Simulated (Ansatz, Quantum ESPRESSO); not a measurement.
An Ansatz (a program for electronic structure) input for a self-consistent single point of NaSbF₆ (Fm-3m, 8 atoms in the cell) (DFT, LDA (PW92) with spin-orbit coupling, plane waves, default PAW files made with PBE):

Ansatz 0.2 input:
```yaml
crystal:
  lattice:
    - [0.000000, 4.107730, 4.107730]
    - [4.107730, 0.000000, 4.107730]
    - [4.107730, 4.107730, 0.000000]
  atoms:
    - { symbol: Na, position: [0.500000, 0.500000, 0.500000] }
    - { symbol: Sb, position: [0.000000, 0.000000, 0.000000] }
    - { symbol: F, position: [0.771280, 0.771280, 0.228720] }
    - { symbol: F, position: [0.228720, 0.228720, 0.771280] }
    - { symbol: F, position: [0.228720, 0.771280, 0.771280] }
    - { symbol: F, position: [0.771280, 0.228720, 0.228720] }
    - { symbol: F, position: [0.771280, 0.228720, 0.771280] }
    - { symbol: F, position: [0.228720, 0.771280, 0.228720] }
basis:
  ecutwfc: 420.0 eV
kpoints:
  mp_grid: { grid: [5, 5, 5] }
hamiltonian:
  xc: lda
  pseudopotentials: { kind: paw }
magnetization:
  noncollinear: true
  spin_orbit: true
scf:
  occupations: { method: fermi_dirac, width: 0.01 eV }
output:
  forces: true
  eigenvalues: true
  stress: true
```

Task: Give the Quantum ESPRESSO input for the same structure, mesh, smearing and functional.

Result: This is the input that was run; spellings and numerical settings could be chosen otherwise.

```fortran
&control
 calculation = 'scf'
 prefix = 'nasbf6'
 outdir = './tmp/'
 pseudo_dir = './'
 verbosity = 'high'
 tprnfor = .true.
 tstress = .true.
/
&system
 ibrav = 0
 nat = 8
 ntyp = 3
 ecutwfc = 90
 occupations = 'smearing'
 smearing = 'fermi-dirac'
 degauss = 0.000734986
 noncolin = .true.
 lspinorb = .true.
 input_dft = 'pz'
/
&electrons
 conv_thr = 1.0d-9
/
ATOMIC_SPECIES
Na    22.9898  Na.upf
Sb   121.7600  Sb.upf
F     18.9984  F.upf
CELL_PARAMETERS angstrom
   0.00000000     4.10773000     4.10773000
   4.10773000     0.00000000     4.10773000
   4.10773000     4.10773000     0.00000000
ATOMIC_POSITIONS angstrom
Na    4.10773000    4.10773000    4.10773000
Sb    0.00000000    0.00000000    0.00000000
F     4.10773000    4.10773000    6.33641999
F     4.10773000    4.10773000    1.87904001
F     6.33641999    4.10773000    4.10773000
F     1.87904001    4.10773000    4.10773000
F     4.10773000    6.33641999    4.10773000
F     4.10773000    1.87904001    4.10773000
K_POINTS automatic
5 5 5  0 0 0
```

Basis settings and potentials, where a program has them, do not carry over. This input uses DFT, LDA (PZ), spin-orbit coupling, plane waves, PseudoDojo fully relativistic norm-conserving (PBE) pseudopotentials. LDA parametrisations can differ slightly between programs.

The starting cell comes from a database of computed structures (which also holds hypothetical and non-ambient phases and stackings), without a prior relaxation at this level. Its lattice was rescaled by a random factor within 2.5 % of one.
